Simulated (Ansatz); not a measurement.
Take CdSe in the wurtzite structure (space group P6_3mc, No. 186; a = 4.3829 Å, c = 7.1547 Å) as the base.

The change: hydrostatic tension (pressure −1 GPa).

Levels (all Ansatz, a quantum-chemistry and plane-wave program, PAW, earlier PAW set): PBE (420 eV, without spin-orbit coupling); r2SCAN (500 eV, without spin-orbit coupling); HSE06 (420 eV, no SOC); PBE+SOC (420 eV, noncollinear with spin-orbit coupling).

One geometry, relaxed with PBE, under each level:

The valence-band top lists the three highest levels at Γ (Kramers pairs under SOC), from the VBM.

```json
[
 {"level": "PBE", "band gap": "0.49 eV", "lowest conduction level above the VBM at special points": "Γ 0.49 eV; A 2.21 eV; L 2.88 eV; M 3.04 eV", "valence-band top at Γ": "0.00, 0.00, -0.04 eV", "electron mass": "0.053 mₑ (at Γ)", "pressure": "-10.2 kbar"},
 {"level": "r2SCAN", "band gap": "0.97 eV", "lowest conduction level above the VBM at special points": "Γ 0.97 eV; A 2.66 eV; L 3.29 eV; M 3.49 eV", "valence-band top at Γ": "–", "electron mass": "0.087 mₑ along c, 0.093 mₑ across (at Γ)", "pressure": "-24.8 kbar"},
 {"level": "HSE06", "band gap": "1.40 eV", "lowest conduction level above the VBM at special points": "Γ 1.40 eV; A 3.15 eV; L 3.80 eV", "valence-band top at Γ": "–", "electron mass": "–", "pressure": "–"},
 {"level": "PBE+SOC", "band gap": "0.37 eV", "lowest conduction level above the VBM at special points": "Γ 0.37 eV; A 2.09 eV; L 2.76 eV; M 2.91 eV", "valence-band top at Γ": "0.00, -0.02, -0.38 eV", "electron mass": "0.049 mₑ (at Γ)", "pressure": "-10.4 kbar"}
]
```

Single points use the geometry relaxed with PBE. Their cutoffs differ, which shifts pressures a little. Differences between runs with and without spin-orbit coupling are approximate. Load acts through the strain it causes; cell and atoms are relaxed under it. Masses are band curvatures over ±0.01 Å⁻¹ around the edge. Whether these cells are dynamically stable was not tested.
